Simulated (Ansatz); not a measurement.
## HfO2 under a change: isotropic strain −1.00 %

The reference is HfO2 in the fluorite structure (space group Fm-3m, No. 225; a = 5.001 Å).

Perturbation: the cell is scaled by 0.9900 in all directions; the atoms relax in the strained cell.

Level of theory: Ansatz (a first-principles code), LDA, PAW, cutoff 420 eV, no spin-orbit coupling. k-mesh 11×11×11 (Γ-centred); smearing 0.05 eV (Fermi–Dirac).

```json
[
 {"quantity": "volume per atom", "base": "10.42 Å³", "changed": "10.11 Å³", "shift": "-0.31 Å³"},
 {"quantity": "shortest interatomic distance", "base": "2.166 Å", "changed": "2.144 Å", "shift": "-0.022 Å"},
 {"quantity": "energy relative to the base (free energy F)", "base": "0 meV/atom", "changed": "+8.4 meV/atom", "shift": "+8.4 meV/atom"},
 {"quantity": "band gap", "base": "3.66 eV", "changed": "3.73 eV", "shift": "+0.07 eV"},
 {"quantity": "gap character", "base": "direct at X", "changed": "direct at X", "shift": "–"},
 {"quantity": "mean gap deformation potential ΔEg/Δln V", "base": "–", "changed": "-2.3 eV", "shift": "–"},
 {"quantity": "width of the top valence band", "base": "1.90 eV", "changed": "1.93 eV", "shift": "+0.03 eV"},
 {"quantity": "electron mass", "base": "1.1 mₑ along k, 0.68 mₑ across (at X)", "changed": "1.1 mₑ along k, 0.67 mₑ across (at X)", "shift": "–"}
]
```

Final structure:

```
CELL_PARAMETERS angstrom
      0.00000     2.47551     2.47551
      2.47551     0.00000     2.47551
      2.47551     2.47551     0.00000
ATOMIC_POSITIONS crystal
  Hf 0.00000 0.00000 0.00000
  O  0.25000 0.25000 0.25000
  O  0.75000 0.75000 0.75000
```

With Hf present, leaving out spin-orbit coupling can change the band edges. Masses are band curvatures over ±0.01 Å⁻¹ around the edge. Along k means along the line from Γ to the band edge. Whether these cells are dynamically stable was not tested. This is not the structure that HfO2 has at room temperature and ambient pressure.
